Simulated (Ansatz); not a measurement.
Effect of biaxial strain +0.42 %, plane normal [111], relaxed out of plane on GaP

Consider GaP in the zinc blende structure (space group F-43m, No. 216; a = 5.391 Å). Axes: x, y, z lie along the cube axes.

It is then changed as follows: tensile biaxial strain of 0.42 % in the plane normal to [111], as in epitaxy on a mismatched substrate; the out-of-plane cell vector and the atoms relax.

Method: LDA (Ansatz, an electronic-structure program; PAW; 420 eV plane waves; scalar-relativistic without spin-orbit coupling). Γ-centred 11×11×11 mesh, Fermi–Dirac width 0.05 eV.

The volume per atom grows by 0.13 Å³, from 19.59 Å³ to 19.72 Å³ and the space group becomes R3m (No. 160) (base: F-43m (No. 216)). The shortest interatomic distance stays 2.335 Å and the energy increases by 0.5 meV/atom. The pressure (mean of the normal stresses, compression positive) falls by 0.57 GPa (-0.01 GPa → -0.58 GPa) and the band gap shrinks by 0.02 eV (1.38 eV → 1.36 eV). The gap character is indirect, Γ → F–Γ (13 % along) and the smallest direct gap drops by 0.09 eV (1.88 eV → 1.79 eV). The hole mass is 0.082 mₑ out of plane, 0.83 mₑ in plane (at Γ) and the valence-band top at Γ (three highest levels, from the VBM) becomes 0.00, -0.05, -0.05 eV (base: 0.00, 0.00, 0.00 eV). The valley order (the lowest conduction-band minima on the path, energy above the VBM, named in the base's zone) goes from a point along ⟨100⟩, about 1.0 Å⁻¹ from Γ 1.38 eV; L along ⟨111⟩ 1.60 eV; Γ 1.88 eV to a point along [001], about 1.0 Å⁻¹ from Γ 1.36 eV; L along [111] 1.49 eV; L along [1-1-1] 1.57 eV; Γ 1.79 eV and the out-of-plane strain amounts to -0.20 %. The mean in-plane stress (compression positive) amounts to -0.9 GPa.

Final structure (turned so that z lies along the plane normal):

```xyz
2
Lattice="3.8283 0.0000 0.0000 1.9142 3.3154 0.0000 1.9142 -1.1051 3.1066" Properties=species:S:1:pos:R:3 pbc="T T T"
Ga     0.0000     0.0000    -0.0027
P      3.8283     0.0000     2.3327
```

Cost of the whole job for the changed cell (relaxation, final SCF and bands): roughly 40 core-seconds.

Effective masses come from finite differences of ±0.01 Å⁻¹. No phonon test of stability was made. k-point labels follow each cell's own Brillouin zone.
